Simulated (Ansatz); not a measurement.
Start from TiSi2 (space group Fddd, No. 70).

```
TiSi2
1.0
    0.00000     4.13234     4.28268
    2.40310     0.00000     4.28268
    2.40310     4.13234     0.00000
Si Ti
4 2
Cartesian
  2.40310   5.47961   4.28268
  2.40310   2.78506   4.28268
  3.60465   4.85123   6.42402
  3.60465   7.54578   6.42402
  0.00000   0.00000   0.00000
  1.20155   2.06617   2.14134
```

Cartesian axes are those of the cell as printed.

Level of theory: PBE (Ansatz, a first-principles code, PAW, scalar-relativistic without spin-orbit coupling).

Before the change:

The band gap comes out as zero. The shortest interatomic distance is 2.535 Å.

It is then changed as follows: uniaxial stress, 2 GPa tension along x; all other stress components relax to zero.

Q: What happens to the band gap, energy relative to the base and shortest interatomic distance?

A: The band gap stays zero; the energy rises by 0.6 meV/atom; the shortest interatomic distance is nearly the same (2.535 Å against 2.536 Å).

Without a gap, meshes like the base's 13×13×13 leave anisotropic stresses uncertain by several tenths of a GPa, and small strain energies with them. Load acts through the strain it causes; cell and atoms are relaxed under it. Beyond what the load breaks, stability against distortions was not tested. All final runs are without spin polarisation.
